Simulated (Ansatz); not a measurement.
System: zinc-blende LiH (model structure). Method: LDA in Ansatz (PAW).

Settings: plane-wave cutoff 500 eV, 12×12×12 k mesh, gaussian smearing 0.02 eV, scalar-relativistic PAW data made under PBE.

Cell (relaxed at this level):

```yaml
crystal:
  lattice:
    - [0.00000, 2.08942, 2.08942]
    - [2.08942, 0.00000, 2.08942]
    - [2.08942, 2.08942, 0.00000]
  atoms:
    - { symbol: Li, position: [0.00000, 0.00000, 0.00000] }
    - { symbol: H, position: [0.25000, 0.25000, 0.25000] }
```

Q: Estimate the band gap that the calculation returns.

A: 
* **band gap**: 4.06 eV (on the SCF k mesh)

Note: the relaxation could raise the start's symmetry but not lower it, so the cell can be a saddle point.

A model structure was made by putting elements into a prototype or built by hand; it is no filed structure, need not be a known phase, and can be a saddle point held by its symmetry.

Ansatz is a program for electronic structure.
